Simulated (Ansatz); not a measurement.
Take PbS in the rock salt structure (space group Fm-3m, No. 225) as the base.

```yaml
crystal:
  lattice:
    - [0.00000, 3.00445, 3.00445]
    - [3.00445, 0.00000, 3.00445]
    - [3.00445, 3.00445, 0.00000]
  atoms:
    - { symbol: Pb, position: [0.00000, 0.00000, 0.00000] }
    - { symbol: S, position: [0.50000, 0.50000, 0.50000] }
```

Method: PBE (Ansatz, a quantum-chemistry and plane-wave program, PAW, spin-orbit coupling left out).

For the base:

```
Quantity    Result
--------  --------
Pressure  0.00 GPa
```

It is then changed as follows: the cell is scaled by 0.9850 in all directions, atoms relaxed at fixed cell.

Q: Predict the new pressure.

A: The pressure goes from zero to 2.64 GPa.

Q: How does this affect the energy relative to the base?

A: The energy goes up by 9.5 meV/atom.

The cells carry an imposed strain or load. No phonon test of stability was made.
